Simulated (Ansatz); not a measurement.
Ansatz (a program for electronic structure) run on LiMoP2O7 (P2_1, 22 atoms in the cell): self-consistent single point.

Method of the run: r2SCAN, default PAW files made with PBE (plane waves; Ansatz).

```
LiMoP2O7
1.0
    4.85480     0.00000     0.00000
    0.00000     8.31721     0.00000
   -2.30759     0.00000     6.57840
Mo P Li O
2 4 2 14
Direct
  0.21270   0.50000   0.22578
  0.78730   0.00000   0.77422
  0.40300   0.18060   0.02890
  0.59700   0.68060   0.97110
  0.79370   0.28510   0.41940
  0.20630   0.78510   0.58060
  0.79700   0.36400   0.82100
  0.20300   0.86400   0.17900
  0.05390   0.32000   0.36080
  0.94610   0.82000   0.63920
  0.39850   0.68220   0.09630
  0.60150   0.18220   0.90370
  0.13280   0.70070   0.38070
  0.86720   0.20070   0.61930
  0.61720   0.43310   0.42260
  0.38280   0.93310   0.57740
  0.24030   0.33760   0.00690
  0.75970   0.83760   0.99310
  0.59670   0.15930   0.26070
  0.40330   0.65930   0.73930
  0.79750   0.53750   0.00770
  0.20250   0.03750   0.99230
```

Reference input (self-consistent single point, DFT, r2SCAN, plane waves, default PAW files made with PBE): basis.ecutwfc = 500 eV; kpoints.mp_grid.grid = 5 3 4; hamiltonian.xc = r2scan; hamiltonian.pseudopotentials = {kind: paw} (the program's default PAW files); scf.occupations.method = cold; scf.occupations.width = 0.2 eV. This run's input differs from it in these lines:

Ansatz 0.2 input:
```diff
@@ -29,3 +29,3 @@
 basis:
-  ecutwfc: 500.0
+  ecutwfc: 875.0
 kpoints:
```

Output (repeated stretches shortened):

```
SCF iter   1: F=—  HF=-21351.888402 eV  |F-HF|=—  |Δ(HF+E_count)|=         —  Δρ=1.83e-2  dr2=5.92e-1  dr2_τ=2.22e0  ethr=1.77e-3  ⟨swp⟩=7.0  Hψ=9998  notcnv=0  defer=35
all-band conjugate gradients solve this SCF's bands
preconditioner: auto → LDOS
SCF iter   2: F=—  HF=-21352.459136 eV  |F-HF|=—  |Δ(HF+E_count)|=   5.71e-1  S|Δr|=    0.00e0  Δρ=2.63e-2  dr2=9.56e-1  dr2_τ=9.36e-2  ethr=4.29e-4  ⟨swp⟩=2.0  Hψ=4006  notcnv=0  defer=306
   [... lines left out ...]
SCF iter  15: F=—  HF=-21352.314076 eV  |F-HF|=—  |Δ(HF+E_count)|=   9.40e-7  S|Δr|=    0.00e0  Δρ=1.48e-5  dr2=5.28e-7  dr2_τ=4.16e-8  ethr=4.60e-9  ⟨swp⟩=3.0  Hψ=3427  notcnv=0  defer=306
SCF iter  16: F=—  HF=-21352.314076 eV  |F-HF|=—  |Δ(HF+E_count)|=   5.82e-8  S|Δr|=    0.00e0  Δρ=1.23e-5  dr2=2.14e-7  dr2_τ=2.47e-8  ethr=3.83e-10  ⟨swp⟩=3.0  Hψ=3625  notcnv=0  defer=306
SCF iter  17: F=-21352.314076 eV  HF=-21352.314076 eV  |F-HF|=2.11e-8  |Δ(HF+E_count)|=   1.64e-8  S|Δr|=    0.00e0  Δρ=6.00e-6  dr2=6.11e-8  dr2_τ=6.04e-9  ethr=7.25e-11  ⟨swp⟩=16.6  Hψ=11737  notcnv=0
SCF 1 converged in 17 iterations: F = -21352.314076 eV  dr2 = 6.11e-8
Stability not checked (fill_not_monotonic)
Free energy (F): -21352.314076 eV
Internal energy: -21352.095637 eV  (E = F + TS)
E sigma→0 (E₀):  -21352.241263 eV
Entropy (-TS):   -0.218439 eV (-9.929 meV/atom)
Fermi energy:    8.089643 eV
--- Forces (eV/Å), atoms counted from 1 ---
  atom   1  Mo    -0.02467167     0.07609667     0.05993808
  atom   2  Mo     0.02467167     0.07609667    -0.05993808
  atom   3  P     -0.18905837     0.18118492     0.48637320
  atom   4  P      0.18905837     0.18118492    -0.48637320
   [... lines left out ...]
  atom  22  O     -0.48015837    -0.77509504    -0.12425691
--- Stress (GPa, compression-positive) ---
        7.813002      -0.000000      -1.322402
       -0.000000       6.002342       0.000000
       -1.322403       0.000000       6.002247
  P = ⅓ Tr σ = 6.6059 GPa (66.059 kbar)
  The stress holds the Pulay correction. Without it, at fixed plane waves, as pw.x and ABINIT print it: P = 6.5803 GPa
```

The run converged in 17 iterations. Against the reference run the free energy falls by 3.9 meV/atom, the pressure moves little (6.63 to 6.61 GPa) and the largest force stays at 1.836 eV/Å.

The starting cell comes from a database of published, mostly measured structures (it also holds non-ambient and calculated ones), without a prior relaxation at this level. Its lattice was rescaled by a random factor within 2.5 % of one. Spin polarisation is off. Forces in this geometry exceed 1 eV/Å. Ansatz's pressure includes its estimate of the finite-basis (Pulay) stress.

Cost on one core of a shared machine: roughly 7 min.
